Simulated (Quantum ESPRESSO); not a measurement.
# Quick settings and what they miss: LaOs2 (Fd-3m, 6 atoms in the cell)

Self-consistent single point.

```
CELL_PARAMETERS angstrom
      0.00000     3.81519     3.81519
      3.81519     0.00000     3.81519
      3.81519     3.81519     0.00000
ATOMIC_POSITIONS crystal
  La 0.75000 0.75000 0.75000
  La 0.50000 0.50000 0.50000
  Os 0.12500 0.62500 0.12500
  Os 0.12500 0.12500 0.12500
  Os 0.62500 0.12500 0.12500
  Os 0.12500 0.12500 0.62500
```

Method of the run: LDA (PZ), GBRV 1.5 ultrasoft (LDA) pseudopotentials (plane waves; Quantum ESPRESSO).

Base settings: ecutwfc = 40 Ry; ecutrho = 320 Ry; occupations = smearing; smearing = gauss; degauss = 0.019992 Ry; potentials = {La: la_lda_v1.uspp.F.UPF, Os: os_lda_v1.2.uspp.F.UPF}; K_POINTS = automatic 6 6 6 0 0 0; conv_thr = 1e-10 Ry; mixing_beta = 0.7.

Tight run (finer mesh or higher cutoff; not a proven limit): ecutwfc: 40 Ry → 56 Ry; ecutrho: 320 Ry → 448 Ry; conv_thr: 1e-10 Ry → 7.3e-11 Ry; K_POINTS: automatic 6 6 6 0 0 0 → automatic 9 9 9 0 0 0. It gave Fermi level (on the code's own zero) 20.12 eV; pressure -0.97 GPa.

Quick runs, as changes from the base:
- A: the base itself
- B: conv_thr: 1e-10 Ry → 7.3e-06 Ry; K_POINTS: automatic 6 6 6 0 0 0 → automatic 4 4 4 0 0 0
- C: ecutwfc: 40 Ry → 24 Ry; ecutrho: 320 Ry → 192 Ry; smearing: gauss → cold; degauss: 0.019992 Ry → 0.0147 Ry
- D: degauss: 0.019992 Ry → 0.036749 Ry; pseudopotentials: {La: la_lda_v1.uspp.F.UPF, Os: os_lda_v1.2.uspp.F.UPF} → {La: La.GGA-PBE-paw-v1.0.UPF, Os: Os_pbe_v1.2.uspp.F.UPF}; input_dft: default → pbesol [PBEsol]
- E: ecutwfc: 40 Ry → 20 Ry; ecutrho: 320 Ry → 160 Ry; degauss: 0.019992 Ry → 0.0147 Ry; conv_thr: 1e-10 Ry → 7.3e-05 Ry; K_POINTS: automatic 6 6 6 0 0 0 → automatic 4 4 4 0 0 0
- F: ecutwfc: 40 Ry → 24 Ry; ecutrho: 320 Ry → 192 Ry; smearing: gauss → fd; K_POINTS: automatic 6 6 6 0 0 0 → automatic 1 1 1 1 1 1

Energies are extrapolated to zero smearing width, which holds to low order in the width alone (under cold and Methfessel-Paxton smearing the free energy itself is taken).

Dashes: pressure of B, E, not trusted under this conv_thr with d or f elements; energy of D, another energy zero.

† marks runs with another functional, U, potentials or spin treatment: their distance from the tight run is not a convergence error alone.

The count of work is k-points × plane waves × bands × iterations; it is no time. Core times come from one kind of shared machine and are given to one figure; runs under 30 s give none.

The starting cell comes from a database of computed structures (which also holds hypothetical and non-ambient phases and stackings), without a prior relaxation at this level. Its lattice was rescaled by a random factor within 2.5 % of one. Spin polarisation is off.

| run | energy less tight (meV/atom) | pressure less tight (GPa) | count of work / tight | core time / tight (rough) |
|---|---|---|---|---|
| A | 10.1 | -0.07 | 0.28 | 0.3 |
| B | 12.1 | – | 0.074 | 0.2 |
| C | 1382.1 | -66.42 | 0.13 | 0.2 |
| D† | – | 4.40 | 0.39 | 0.6 |
| E | 4954.3 | – | 0.023 | 0.07 |
| F | 1390.8 | -69.02 | 0.0063 | 0.07 |

Among the runs at the tight run's level, the energy misses run from 10.1 to 4954.3 meV/atom.
